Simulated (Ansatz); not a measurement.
The starting structures come from a database of crystals and need not be the phases stable at ambient conditions.

```
BaF2
1.0
    7.84188     0.00000     0.00000
    0.00000     7.97851     0.00000
    2.09435     0.00000     3.46949
Ba F
4 8
Direct
  0.75084   0.11679   0.99916
  0.24916   0.88321   0.00084
  0.74916   0.61679   0.50084
  0.25084   0.38321   0.49916
  0.96959   0.32959   0.28041
  0.03041   0.67041   0.71959
  0.53041   0.82959   0.21959
  0.46959   0.17041   0.78041
  0.35768   0.56931   0.89232
  0.64232   0.43069   0.10768
  0.14232   0.06931   0.60768
  0.85768   0.93069   0.39232
```

Space group of this cell: Pnma. The cell is taken as given; by r2SCAN its mean pressure is -0.9 GPa.

Transport runs along the normal of the first two printed cell vectors.

The gap is the functional's own, uncorrected, and κ follows it; spin-orbit coupling is left out. Mid-gap values are interpolated between the computed energies.

Question: Estimate the band gap and the smallest decay constant κ at mid-gap that r2SCAN (Ansatz, a first-principles code) returns for this system.

Answer: Gap 7.70 eV on a 10×4×10 mesh; κ = 0.508 1/Å, at the zone centre.
